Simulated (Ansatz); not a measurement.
# Effect of uniaxial strain ε_yy = +4.00 % on Te

The reference is Te (space group P3_121, No. 152; a = 4.624 Å, c = 5.904 Å; made of chains). Axes: x lies along a and z along c of the hexagonal cell.

Perturbation: uniaxial strain ε_yy = +4.00 %, all other strain components held at zero, atoms relaxed at fixed cell.

Computed with r2SCAN (Ansatz, an electronic-structure program; PAW; 500 eV plane waves; no SOC), earlier PAW set. Γ-centred 8×8×6 mesh, Fermi–Dirac width 0.05 eV.

| quantity | base | changed | shift |
|---|---|---|---|
| volume per atom | 36.44 Å³ | 37.89 Å³ | +1.457 Å³ |
| space group | P3_121 (No. 152) | C2 (No. 5) | – |
| energy relative to the base (free energy F) | 0 meV/atom | +3.0 meV/atom | +3.0 meV/atom |
| band gap | 0.54 eV | 0.64 eV | +0.10 eV |
| gap character | – | indirect, k = (3/8, 1/4, -1/2) in the run's primitive reciprocal basis → D | – |
| smallest direct gap | 0.59 eV | 0.68 eV | +0.09 eV |
| electron mass | 0.088 mₑ along c, 0.11 mₑ across (at H) | 0.15 mₑ along x, 0.18 mₑ along y, 0.10 mₑ along z (off the base's special points) | – |
| largest internal atomic displacement | – | 0.047 Å | – |
| stress (xx, yy, zz, yz, xz, xy; compression positive) | – | (-0.19, -0.60, -0.55, 0.23, 0.00, 0.00) GPa | – |

With Te present, leaving out spin-orbit coupling can change the band edges. Masses are band curvatures over ±0.01 Å⁻¹ around the edge. Stability against distortions was not tested. No dispersion term is included, though the crystal is made of layers, chains or molecules, so its spacings can come out too wide. Labels are those of the standard path for the cell's own space group.
